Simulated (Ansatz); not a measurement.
Consider HfO2 (space group P2_1/c, No. 14; a = 5.162 Å, b = 5.213 Å, c = 5.353 Å, α = 90.00°, β = 99.66°, γ = 90.00°).

(Cell as relaxed with PBE.)

Levels (all Ansatz, a quantum-chemistry and plane-wave program, PAW, earlier PAW set): PBE (420 eV, without spin-orbit coupling); PBEsol (420 eV, without spin-orbit coupling).

Each level relaxes its own structure.

| base | PBE | PBEsol |
|---|---|---|
| volume per atom | 11.83 Å³ | 11.43 Å³ |
| band gap | 4.04 eV | 3.97 eV |

Now apply this change: cell and atoms relaxed at a pressure of 22.5 GPa.

```json
[
 {"quantity": "gap character", "PBE": "direct at Γ", "PBEsol": "…"},
 {"quantity": "shift of the gap caused by the change", "PBE": "+0.69 eV", "PBEsol": "…"},
 {"quantity": "band gap", "PBE": "4.73 eV", "PBEsol": "…"}
]
```

Problem. Given the PBE results, estimate those of PBEsol.

Solution. 
- gap character, PBEsol: indirect, C₂–Y₂ (80 % along) → Γ
- shift of the gap caused by the change, PBEsol: +0.70 eV
- band gap, PBEsol: 4.67 eV

They disagree on the gap character; PBE's band gap lies 0.067 eV above PBEsol's. Neither level is exact; PBEsol is the comparison here, not a measurement.

With Hf present, leaving out spin-orbit coupling can change the band edges. Load acts through the strain it causes; cell and atoms are relaxed under it. Whether these cells are dynamically stable was not tested. Competing high-pressure phases were not computed.
